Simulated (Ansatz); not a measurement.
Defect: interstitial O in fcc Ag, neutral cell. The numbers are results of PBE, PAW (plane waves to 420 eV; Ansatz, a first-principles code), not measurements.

32-site cell at the relaxed PBE lattice, a 3×3×3 k-point mesh shifted by half a step, smearing 0.10 eV, spin-restricted, no finite-size correction. Energies are static. Sites that were not tried may lie lower.

Barriers: single points on a 4×4×4 k-point mesh shifted by half a step at the bands' geometries (they differ from the bands' own by up to 0.05 eV, and are uncertain by about as much).

The step: one O atom jumps by itself; the atom moves 1.80 Å along (0.25, 0.25, -0.25) of the unit cell; the moving atom starts with neighbours 6 Ag at 2.27 Å and ends with 4 Ag at 2.11 Å.

### Question
Predict the migration barrier of this step from PBE, PAW.

### Answer
0.36 eV forward and 0.15 eV backward. At the saddle the moving atom has neighbours 3 Ag at 2.10, Ag at 2.51 Å. The saddle point's order was not checked, and it lies on a symmetry element of the cell, where a band can be held.
